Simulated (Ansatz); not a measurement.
Input:

End structure of a constructed model of the (111) surface of fcc Pt, a layer of Cu in place of the third plane (bottom of the slab: a bare face, its two planes held):

```
CELL_PARAMETERS angstrom
      2.80721     0.00000     0.00000
     -1.40361     2.43112     0.00000
      0.00000     0.00000    27.50000
ATOMIC_POSITIONS crystal
  Pt 0.33333 0.66667 0.29250
  Pt 0.66667 0.33333 0.37585
  Pt 0.00000 0.00000 0.46022
  Cu 0.33333 0.66667 0.53595
  Pt 0.66667 0.33333 0.61172
  Pt 0.00000 0.00000 0.69684
```

Model: 6-atom slab, 11.4 Å thick at the start, 15x15x1 mesh, Fermi-Dirac 0.1 eV, dipole correction, 2 atoms held, the rest relaxed; held to the start's symmetry, so lower structures may exist; no spin, no spin-orbit, no U. In PBE it lies 0.20 eV a 1x1 cell over the lowest computed structure of the same composition (a layer of Cu in place of the second plane).

### Question
What work function of the top face does Ansatz (a first-principles code) with PBE give?

### Answer
5.74 eV
